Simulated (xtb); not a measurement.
xtb 6.7.1, GFN2-xTB: Ni(Br)(nacnac) (CC1=CC(C)=[N](C)->[Ni]([Br])[N]1C), charge 0, multiplicity 3, 24 atoms. The geometry is a generated start, not checked to be a minimum at this level.

- method = GFN2-xTB
- --acc = 1 (default)
- --etemp (K) = 300 (default)
- detailed input (--input) = none: ANC optimiser, Lindh (1995) Hessian, microcycle=20, maxdispl=1.0, hlow=0.01 (default)
- basis functions = 69
- valence electrons = 68

```xyz
24

Ni     0.9868    -1.0725     1.4034
Br     2.2160    -1.8820     2.9500
C     -0.2684    -0.9576    -2.7194
C     -0.0697    -0.5905    -1.2713
C     -0.5985     0.6386    -0.8543
C     -0.5480     1.2359     0.4200
C     -1.2208     2.5823     0.5425
N      0.0425     0.6664     1.4391
C      0.0914     1.3002     2.7450
N      0.5632    -1.4115    -0.4609
C      1.0688    -2.6647    -0.9849
H     -0.7374    -0.1445    -3.2654
H      0.6855    -1.1869    -3.1917
H     -0.9038    -1.8391    -2.8010
H     -1.1133     1.2059    -1.6150
H     -1.6410     2.8880    -0.4102
H     -2.0282     2.5409     1.2730
H     -0.5044     3.3399     0.8588
H     -0.3164     0.6140     3.4927
H      1.1353     1.4954     3.0106
H     -0.4617     2.2388     2.7969
H      1.8688    -2.4892    -1.7140
H      0.2759    -3.2409    -1.4776
H      1.4776    -3.2671    -0.1663
```

Charge 0 and multiplicity 3 are set for this test and not shown to be the ground state. GFN-xTB has no spin term: --uhf 2 sets the occupations alone.

The structure is relaxed from this start with --opt LEVEL for the levels crude, sloppy, loose, lax, normal, tight, vtight, extreme, once each. Up to the end of the extreme run atoms move by at most 0.76 Å along an axis.

Choose the cheapest level whose final energy lies within 20 meV of that of extreme.

lax: 31 cycles against 49, ending 0.25 meV above.

| level | cycles | energy above the extreme run (meV) | gradient norm (eV/Å) |
|---|---|---|---|
| crude | 1 | 78 | 0.17 |
| sloppy | 1 | 78 | 0.17 |
| loose | 1 | 78 | 0.17 |
| lax | 31 | 0.25 | 0.065 |
| normal | 32 | 0.17 | 0.027 |
| tight | 36 | 0.051 | 0.0081 |
| vtight | 44 | under 0.01 | 0.0034 |
| extreme | 49 | — | 0.0020 |
